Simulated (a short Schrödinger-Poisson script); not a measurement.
# MOS inversion layer, HfO2 on p-type Ge(100)

System: MOS inversion layer, HfO2 on p-type Ge(100), at 300 K.

| layer | material | thickness (nm) | Na (cm⁻³) |
|---|---|---|---|
| 1 | HfO2 | 10.4 | - |
| 2 | Ge | 1600 | 3.2e16 |

Constants are typed, rounded textbook-type inputs, not results; the design itself was drawn at random and stands for no fabricated device. HfO2: permittivity 22, conduction-band edge (eV) 1.5, gap (eV) 5.7, electron mass (mₑ) 0.2. Ge: permittivity 16, conduction-band edge (eV) 0, gap (eV) 0.664, Nv at 300 K (cm⁻³) 6e18.

Channel valleys (confinement mass, in-plane density-of-states mass, number): L4 0.12, 0.295, 4. At the gate the conduction-band edge of layer 1 lies 1.51 eV − eVg above the Fermi level of the channel; the field vanishes at the back. Gaps are held at their typed values at every temperature. Mesh 0.03 nm at interfaces.

From a short Schrödinger-Poisson script (our own, NumPy): 1D Poisson equation in equilibrium, electrons quantum, Hartree (BenDaniel-Duke, 12 states a valley, the channel's in-plane mass for all, wave functions ending at the dielectric), parabolic valleys, classical holes, full ionisation, no traps, pinning or gate leakage.

```csv
Vg (V),electrons (cm⁻²),C (μF/cm²),L4 E0 (meV),L4 E1 (meV)
-0.2,3.36e8,0.113,284.3,314.1
-0.15,1.79e9,0.111,239.8,271.6
-0.1,9.51e9,0.142,195.7,229.2
-0.05,4.50e10,0.278,154.7,190.2
0,1.52e11,0.538,122.1,160.2
0.05,3.47e11,0.768,99.8,141.0
0.1,6.07e11,0.922,84.3,128.8
0.15,9.08e11,1.02,73.0,120.8
0.2,1.24e12,1.10,64.1,115.0
0.25,1.59e12,1.15,56.8,110.8
0.3,1.95e12,1.20,50.7,107.5
0.35,2.33e12,1.23,45.4,104.9
0.4,2.72e12,1.26,40.8,102.8
0.45,3.11e12,1.28,36.6,101.0
0.5,3.52e12,1.30,32.9,99.6
0.55,3.93e12,1.32,29.4,98.3
0.6,4.34e12,1.34,26.2,97.3
0.65,4.76e12,1.35,23.2,96.3
0.7,5.19e12,1.37,20.4,95.5
0.75,5.62e12,1.38,17.8,94.9
0.8,6.05e12,1.39,15.3,94.2
```

Subbands count from the Fermi level.

Only the L valleys are kept; under strong confinement the Δ valleys of Ge fill too.
